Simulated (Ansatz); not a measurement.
The reference is GaSb in the zinc blende structure (space group F-43m, No. 216; a = 6.132 Å). Axes: x, y, z lie along the cube axes.

Computed with Kohn–Sham DFT with the r2SCAN functional, run in Ansatz (an electronic-structure program) with PAW and 500 eV plane waves, no spin-orbit coupling.

For the base:

- Band gap = 0.41 eV
- Shortest interatomic distance = 5.018 bohr

It is then changed as follows: compressive biaxial strain of 3.10 % in the plane normal to [001], as in epitaxy on a mismatched substrate; the out-of-plane cell vector and the atoms relax.

**Question.** What does the calculation give for the band gap, ratio −ε⊥/ε∥, in-plane stress and shortest interatomic distance after the change?

**Answer.** The band gap goes up by 0.13 eV to 0.54 eV; the ratio −ε⊥/ε∥ amounts to 0.85; the mean in-plane stress (compression positive) is +3.2 GPa; the shortest interatomic distance decreases by 0.058 bohr (5.018 bohr → 4.960 bohr).

Spin-orbit coupling, missing from the scalar runs, can matter with Sb. Stability against distortions was not tested.
